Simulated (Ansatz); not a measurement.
Structures of equal composition on the (100) surface of rock-salt TiN: S on all N sites of the second plane; S on all N sites of the top plane. The slabs share one bottom face, and each structure is named by its start. These are constructed structures in small cells; real faces may alloy, dewet or reconstruct in larger ones, and not all known structures of the face are among them. Slabs of about 13 Å, Fermi-Dirac smearing of 0.1 eV. Bottom of the slabs: a bare face, its two planes held. Relaxed from the named starts with such symmetry as they have, on meshes of like density; energies extrapolated to zero smearing; spin only where a row says so; no spin-orbit coupling, no U. Brackets mark spin-polarised runs, whose order is one that fits the cell.

These are PBE (plane waves to 420 eV, PAW; Ansatz, an electronic-structure program) values and carry that method's errors.

Problem. Put the candidates in order of energy per 1x1 cell, lowest first, for PBE.

Solution. S on all N sites of the top plane (0.000 eV (1 S–Ti bonds broke)), S on all N sites of the second plane (1.278 eV (1 N–Ti, 1 S–Ti, 1 Ti–Ti bonds broke))
